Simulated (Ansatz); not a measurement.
## Rock-salt CdS (model structure) (like a known high-pressure phase)

These are r²SCAN (PAW; Ansatz, a first-principles code) values and carry that method's errors.

Run with plane-wave cutoff 500 eV, 12×12×12 k mesh, Fermi–Dirac smearing 0.05 eV, scalar-relativistic PAW data made under PBE.

Cell (relaxed at this level):

Space group Fm-3m (No. 225); a = 5.4541 Å, b = 5.4541 Å, c = 5.4541 Å, α = 90.00°, β = 90.00°, γ = 90.00°

```csv
atom,site,symmetry,x,y,z
Cd,4a,m-3m,0.0000,0.0000,0.0000
S,4b,m-3m,0.5000,0.5000,0.5000
```
(The calculation used a cell of 2 atoms; values per cell refer to that cell.)

- band gap = 0.75 eV (on the SCF k mesh)

Spin–orbit coupling is not included.

The computed numbers hold no vibrational or temperature effects.

A model structure was made by putting elements into a prototype or built by hand; it is no filed structure, need not be a known phase, and can be a saddle point held by its symmetry.
